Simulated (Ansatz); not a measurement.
Band structure of RbBH4 (F-43m, 6 atoms in the cell).

```yaml
crystal:
  lattice:
    - [0.00000, 3.45324, 3.45324]
    - [3.45324, 0.00000, 3.45324]
    - [3.45324, 3.45324, 0.00000]
  atoms:
    - { symbol: Rb, position: [0.00000, 0.00000, 0.00000] }
    - { symbol: B, position: [0.50000, 0.50000, 0.50000] }
    - { symbol: H, position: [0.60242, 0.60242, 0.60242] }
    - { symbol: H, position: [0.19274, 0.60242, 0.60242] }
    - { symbol: H, position: [0.60242, 0.60242, 0.19274] }
    - { symbol: H, position: [0.60242, 0.19274, 0.60242] }
```

Computed with PBEsol, PAW files made with PBE (plane waves; Ansatz, a program for electronic structure).

Settings: kpoints.mp_grid.grid = 6 6 6; hamiltonian.xc = pbesol; hamiltonian.pseudopotentials = {kind: paw} (the program's default PAW files); scf.occupations.method = fixed; kpoints.band_path.npoints = 8.

The starting cell comes from a database of computed structures (which also holds hypothetical and non-ambient phases and stackings), without a prior relaxation at this level.

### Question
Predict the gap along the standard path and the places of the band edges.

### Answer
The gap along the path is 5.91 eV, from Γ to X; the smallest direct gap on it is 6.01 eV.

Levels in eV from the top of the valence band on the path, bands 5 to 12:
```json
[
 {"point": "Γ", "5": "-5.71", "6": "0.00", "7": "0.00", "8": "0.00", "9": "6.16", "10": "7.51", "11": "7.51", "12": "7.51"},
 {"point": "X", "5": "-5.32", "6": "-0.75", "7": "-0.11", "8": "-0.11", "9": "5.91", "10": "8.25", "11": "9.73", "12": "10.23"},
 {"point": "W", "5": "-5.16", "6": "-0.75", "7": "-0.39", "8": "-0.16", "9": "7.18", "10": "7.58", "11": "8.93", "12": "10.23"},
 {"point": "K", "5": "-5.17", "6": "-0.79", "7": "-0.29", "8": "-0.19", "9": "6.64", "10": "8.40", "11": "9.01", "12": "10.10"},
 {"point": "L", "5": "-4.96", "6": "-1.10", "7": "-0.26", "8": "-0.26", "9": "7.19", "10": "8.34", "11": "9.69", "12": "9.69"},
 {"point": "U", "5": "-5.17", "6": "-0.79", "7": "-0.29", "8": "-0.19", "9": "6.64", "10": "8.40", "11": "9.01", "12": "10.10"}
]
```

Keys are those of Ansatz 0.2.
